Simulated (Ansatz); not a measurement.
**A computed series for BaTiO3: response to strain**

Take BaTiO3 (space group R3m, No. 160; a = 5.680 Å, c = 6.995 Å (hexagonal axes)) as the base. Axes: x lies along a and z along c of the hexagonal cell.

Strains are applied to the cell and any free atomic positions relax; under biaxial strain the out-of-plane vector relaxes too.

Method: Ansatz (a program for electronic structure), r2SCAN, PAW, cutoff 500 eV, without spin-orbit coupling, earlier PAW set.

Candidates:
(a) uniaxial strain ε_xx = +5.80 %
(b) biaxial strain +0.40 %, plane normal [001], relaxed out of plane
(c) biaxial strain −0.66 %, plane normal [001], relaxed out of plane
(d) tensor shear ε_yz = −2.45 %

Notes on the quantities. energy relative to the base: free energy F.

### Question
Order them by energy relative to the base, highest first.

### Answer
(a) uniaxial strain ε_xx = +5.80 % (+30 meV/atom), (d) tensor shear ε_yz = −2.45 % (+4.6 meV/atom), (c) biaxial strain −0.66 %, plane normal [001], relaxed out of plane (+1.2 meV/atom), (b) biaxial strain +0.40 %, plane normal [001], relaxed out of plane (+0.4 meV/atom)

Whether these cells are dynamically stable was not tested. All final runs are without spin polarisation. This is not the structure that BaTiO3 has at room temperature and ambient pressure.
